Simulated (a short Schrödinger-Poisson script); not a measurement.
Gated Al0.33Ga0.67As/GaAs δ-doped gas in a quantum well

Stack: gated Al0.33Ga0.67As/GaAs δ-doped gas in a quantum well, at 300 K.

```tsv
layer	material	thickness (nm)	Na (cm⁻³)
1	Al0.33Ga0.67As	10	-
2	Al0.33Ga0.67As	10	-
3	GaAs	20	-
4	Al0.33Ga0.67As	4000	6e14
```

Constants are typed, rounded textbook-type inputs, not results; the design itself was drawn at random and stands for no fabricated device. Al0.33Ga0.67As: permittivity 11.96, conduction-band edge (eV) 0.261, gap (eV) 1.836, electron mass (mₑ) 0.0944, Nv at 300 K (cm⁻³) 9e18. GaAs: permittivity 12.9, conduction-band edge (eV) 0, gap (eV) 1.424, Nv at 300 K (cm⁻³) 9e18.

Channel valleys (confinement mass, in-plane density-of-states mass, number): Γ 0.067, 0.067, 1. At the gate the conduction-band edge of layer 1 lies 1.01 eV − eVg above the Fermi level of the channel; the field vanishes at the back. Sheet of ionised δ-doping: +3.5e12 e/cm² at 10 nm from the gate. The barrier under the gate holds no holes. Gaps are held at their typed values at every temperature. Mesh 0.08 nm at interfaces.

Solved with a short Schrödinger-Poisson script written for these runs: 1D Poisson equation in equilibrium, electrons quantum, Hartree plus LDA exchange-correlation (BenDaniel-Duke, 40 states a valley, the channel's in-plane mass for all, wave functions free to enter the barrier), parabolic valleys, classical holes, full ionisation, no traps, pinning or gate leakage.

```csv
Vg (V),electrons (cm⁻²),in the channel layer,C (μF/cm²),Γ E0 (meV),Γ E1 (meV)
0.5,6.55e11,6.37e11,0.408,0.4,41.5
0.45,5.31e11,5.18e11,0.392,7.8,46.8
0.4,4.11e11,4.03e11,0.375,16.2,53.4
0.35,2.98e11,2.93e11,0.352,26.3,61.7
0.3,1.93e11,1.91e11,0.317,38.9,73.0
0.25,1.03e11,1.02e11,0.258,56.4,89.4
0.2,3.86e10,3.81e10,0.158,82.7,115.1
0.15,8.58e9,8.48e9,0.0538,122.0,154.0
0.1,1.37e9,1.36e9,0.0149,169.5,201.3
0.05,2.04e8,2.02e8,0.00796,218.8,250.5
0,3.02e7,2.99e7,0.00704,268.2,299.8
-0.05,4.50e6,4.45e6,0.00705,317.5,349.1
```

Gate voltages with under 1e6 electrons/cm² are left out.

Subbands count from the Fermi level.
